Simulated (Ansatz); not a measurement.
We consider Be3N2 (P6₃/mmc, No. 194, 10 atoms in the cell; start mp-6977; a measured phase of this formula has another space group), described by G0W0@PBEsol in Ansatz (plane waves, hard PAW, contour deformation, complete-basis limit).

Settings: largest k mesh 12×12×2 (not extrapolated in the mesh).

Cell (relaxed with PBEsol):

```
Be3N2
1.0
    2.83667     0.00000     0.00000
   -1.41834     2.45663     0.00000
    0.00000     0.00000     9.70750
Be N
6 4
Cartesian
  0.00000   1.63775   0.75942
  1.41834   0.81888   8.94808
  1.41834   0.81888   5.61317
  0.00000   1.63775   4.09433
  0.00000   0.00000   2.42688
  0.00000   0.00000   7.28063
  0.00000   0.00000   0.00000
  0.00000   0.00000   4.85375
  0.00000   1.63775   2.42688
  1.41834   0.81888   7.28063
```

Q: Predict the band gap.

A: 
* **band gap**: 5.19 eV (indirect)

Note: the correction to the complete basis was taken at k points off the band edges; the gap holds a correction of +0.50 eV to the complete basis, taken at k points off the band edges.

Computed values are for the static lattice.

A start named mp-… is a Materials Project structure, which need not be a measured phase.

Ansatz is an electronic-structure program.
